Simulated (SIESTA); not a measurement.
# Input and output of a self-consistent single point for NaMg6Si (Amm2, 8 atoms in the cell) (SIESTA)

Method of the run: GGA PBEsol, numerical atomic orbitals DZP, PseudoDojo PBEsol standard norm-conserving potentials (rewritten from UPF to PSML) run with SIESTA 5.4.2.

Input:

```
# files in the folder: Na.psml Mg.psml Si.psml (PseudoDojo PBEsol standard)
SystemName  NaMg6Si
SystemLabel siesta

NumberOfAtoms                8
NumberOfSpecies              3
%block ChemicalSpeciesLabel
  1 11 Na
  2 12 Mg
  3 14 Si
%endblock ChemicalSpeciesLabel
LatticeConstant              1.0 Ang
%block LatticeVectors
     5.025078000    0.000000000    0.000000000
     0.000000000    3.175856000    5.484577000
     0.000000000   -3.175856000    5.484577000
%endblock LatticeVectors
AtomicCoordinatesFormat      ScaledCartesian
%block AtomicCoordinatesAndAtomicSpecies
     2.512539000    0.000000000    7.351527011  1
     0.000000000   -1.616891807    6.386022076  2
     0.000000000    1.616891807    6.386022076  2
     0.000000000    0.000000000    3.647243705  2
     2.512539000   -1.639186316    4.548030631  2
     2.512539000    1.639186316    4.548030631  2
     2.512539000   -0.000000000    1.809910410  2
     0.000000000    0.000000000    9.199939151  3
%endblock AtomicCoordinatesAndAtomicSpecies

XC.functional                GGA
XC.authors                   PBEsol
PAO.BasisSize                DZP
PAO.EnergyShift              0.005 Ry
MeshCutoff                   400 Ry
%block kgrid.MonkhorstPack
    5   0   0  0.0
    0   5   0  0.0
    0   0   5  0.0
%endblock kgrid.MonkhorstPack
OccupationFunction           FD
ElectronicTemperature        100.0 meV

MaxSCFIterations             150
SCF.Mixer.Method             Pulay
SCF.Mixer.Weight             0.1
SCF.Mixer.History            8
SCF.DM.Tolerance             1.0E-04
Diag.ParallelOverK           true
WriteForces                  true
Charge.Mulliken              end
```

The program printed (abridged):

```
reinit: Reading from file input.fdf

reinit: System Name: NaMg6Si
reinit: System Label: siesta

coor:   Atomic-coordinates input format  =     Cartesian coordinates
coor:                                          (in units of alat)

siesta: Atomic coordinates (Bohr) and species
siesta:      4.74801   0.00000  13.89237  1        1
siesta:      0.00000  -3.05548  12.06783  2        2
siesta:      0.00000   3.05548  12.06783  2        3
siesta:      0.00000   0.00000   6.89229  2        4
siesta:      4.74801  -3.09761   8.59453  2        5
siesta:      4.74801   3.09761   8.59453  2        6
siesta:      4.74801  -0.00000   3.42023  2        7
siesta:      0.00000   0.00000  17.38537  3        8

siesta: System type = bulk

initatomlists: Number of atoms, orbitals, and projectors:      8    76    74

siesta: ******************** Simulation parameters ****************************
redata: Spin configuration                          = none
redata: Time-Reversal Symmetry                      = T
redata: Number of Atomic Species                    =        3
redata: Mesh Cutoff                                 =   400.0000 Ry
redata: Net charge of the system                    =     0.0000 |e|
redata: Min. number of SCF Iter                     =        0
redata: Max. number of SCF Iter                     =      150
redata: SCF convergence failure will abort job
redata: SCF mix quantity                            = Hamiltonian
redata: Mix DM or H after convergence               =   F
redata: Recompute H after scf cycle                 =   F
redata: Mix DM in first SCF step                    =   T
redata: No kicks to SCF
redata: DM Mixing Weight for Kicks                  =     0.5000
redata: Require Harris convergence for SCF          =   F
redata: Harris energy tolerance for SCF             =     0.000100 eV
redata: Require DM convergence for SCF              =   T
   [... lines left out ...]
diag: Parallel distribution                         =     1 x     1
diag: Used triangular part                          = Lower
diag: Absolute tolerance                            =  0.100E-15
diag: Orthogonalization factor                      =  0.100E-05
diag: Memory factor                                 =  1.0000

superc: Internal auxiliary supercell:     5 x     5 x     5  =     125
superc: Number of atoms, orbitals, and projectors:   1000   9500   9250

                        Single-point calculation

superc: Internal auxiliary supercell:     5 x     5 x     5  =     125
superc: Number of atoms, orbitals, and projectors:   1000   9500   9250

outcell: Unit cell vectors (Ang):
        5.025078    0.000000    0.000000
        0.000000    3.175856    5.484577
        0.000000   -3.175856    5.484577

outcell: Cell vector modules (Ang)   :    5.025078    6.337716    6.337716
outcell: Cell angles (23,13,12) (deg):     60.1462     90.0000     90.0000
outcell: Cell volume (Ang**3)        :    175.0559
new_DM -- step:     1
Initializing Density Matrix...

Attempting to read DM from file... Failed...
DM filled with atomic data:

InitMesh: MESH = 64 x 72 x 72 = 331776
InitMesh: Mesh cutoff (required, used) =   400.000   448.308 Ry

stepf: Fermi-Dirac step function
        iscf     Eharris(eV)        E_KS(eV)     FreeEng(eV)     dDmax    Ef(eV) dHmax(eV)
   scf:    1   -11006.835448   -11032.902048   -11033.023955  2.084098 -3.784896  4.398318
   scf:    2   -11034.515653   -11033.779750   -11033.909226  0.148038 -3.758025  3.480434
   scf:    3   -11034.506215   -11034.413214   -11034.540047  0.330684 -3.707076  1.708340
   scf:    4   -11034.499998   -11034.471814   -11034.604704  0.089193 -3.759990  0.348647
   scf:    5   -11034.475578   -11034.473867   -11034.606570  0.010400 -3.761413  0.245709
   scf:    6   -11034.479942   -11034.477806   -11034.609999  0.019314 -3.765313  0.046877
   scf:    7   -11034.478536   -11034.478209   -11034.610191  0.004315 -3.766888  0.015124
   scf:    8   -11034.478358   -11034.478289   -11034.610194  0.001677 -3.767252  0.008284
   scf:    9   -11034.478176   -11034.478234   -11034.610199  0.001203 -3.767334  0.001795
   scf:   10   -11034.478228   -11034.478231   -11034.610200  0.000196 -3.767448  0.000466
   scf:   11   -11034.478237   -11034.478234   -11034.610200  0.000047 -3.767455  0.000350
SCF Convergence by DM+H criterion
max |DM_out - DM_in|         :     0.0000465492
max |H_out - H_in|      (eV) :     0.0003504047
SCF cycle converged after 11 iterations

Using DM_out to compute the final energy and forces

siesta: E_KS(eV) =           -11034.4782

siesta: E_KS - E_eggbox =    -11034.4782

siesta: Atomic forces (eV/Ang):
     1    0.000000    0.000000    0.016351
     2   -0.000000    0.108176    0.046270
     3   -0.000000   -0.108176    0.046270
     4    0.000000   -0.000000    0.038025
     5    0.000000   -0.030614   -0.063201
     6   -0.000000    0.030614   -0.063201
     7    0.000000   -0.000000    0.050982
     8   -0.000000   -0.000000   -0.019254
   Tot   -0.000000    0.000000    0.052243
   Max    0.108176
   Res    0.041948    sqrt( Sum f_i^2 / 3N )
   Max    0.108176    constrained

Stress tensor Voigt[x,y,z,yz,xz,xy] (kbar):      -21.59      -21.58      -19.71       -0.00       -0.00       -0.00
(Free)E + p*V (eV/cell)   -11032.3197
Target enthalpy (eV/cell)   -11034.6102

siesta: Program's energy decomposition (eV):
siesta: Ebs     =     -3063.332511
siesta: Eions   =     13511.409272
siesta: Ena     =       944.026859
siesta: Ekin    =      6292.570718
siesta: Enl     =     -3323.605388
siesta: Eso     =         0.000000
siesta: Edftu   =         0.000000
siesta: DEna    =        53.491252
siesta: DUscf   =         1.620006
siesta: DUext   =         0.000000
siesta: Ex      =     -1396.811289
siesta: Ec      =       -94.361119
siesta: Exc     =     -1491.172409
siesta: Eharris =    -11034.478237
siesta: Etot    =    -11034.478234
siesta: FreeEng =    -11034.610200

siesta: Atomic forces (eV/Ang):
siesta:      1    0.000000    0.000000    0.016351
siesta:      2   -0.000000    0.108176    0.046270
siesta:      3   -0.000000   -0.108176    0.046270
siesta:      4    0.000000   -0.000000    0.038025
siesta:      5    0.000000   -0.030614   -0.063201
siesta:      6   -0.000000    0.030614   -0.063201
siesta:      7    0.000000   -0.000000    0.050982
siesta:      8   -0.000000   -0.000000   -0.019254
siesta: ----------------------------------------
   [... lines left out ...]
siesta: Cell volume =        175.055896 Ang**3
   [... lines left out ...]
siesta:           0.01308448          0.01374306  eV/Ang**3
siesta:          20.96365478         22.01881723  kBar

mulliken: Atomic and Orbital Populations:

Species: Na
Atom  Qatom  Qorb
               2s      3s      3s      2py     2pz     2px     3py     3pz
               3px
   1  8.237   2.014  -0.009   0.083   2.029   2.027   2.024   0.006   0.054
              0.009

Species: Mg
Atom  Qatom  Qorb
               2s      3s      3s      2py     2pz     2px     3py     3pz
               3px
   2  9.902   1.984   1.241  -0.307   2.017   2.016   2.017   0.326   0.267
              0.340
   3  9.902   1.984   1.241  -0.307   2.017   2.016   2.017   0.326   0.267
   [... 9 lines left out ...]

Species: Si
Atom  Qatom  Qorb
               3s      3s      3py     3pz     3px     3py     3pz     3px
               3Pdxy   3Pdyz   3Pdz2   3Pdxz   3Pdx2-y2
   8  4.958   1.565   0.004   1.624   1.479   1.493  -0.539  -0.435  -0.415
              0.039   0.039   0.038   0.027   0.039

mulliken: Qtot =       73.000

Mulliken Atomic Populations:
Atom #   charge [q] valence [e]  Species
     1     0.763283    8.236717  Na
     2     0.098229    9.901771  Mg
     3     0.098229    9.901771  Mg
     4     0.044092    9.955908  Mg
     5     0.155336    9.844664  Mg
     6     0.155336    9.844664  Mg
     7    -0.356355   10.356355  Mg
     8    -0.958150    4.958150  Si
 Total    -0.000000
```

The run converged in 11 iterations.

The starting cell comes from a database of computed structures (which also holds hypothetical and non-ambient phases and stackings), without a prior relaxation at this level. Its lattice was rescaled by a random factor within 2.5 % of one. Values carry the incompleteness of an atom-centred basis.

Cost on one core of a shared machine: roughly 70 s.
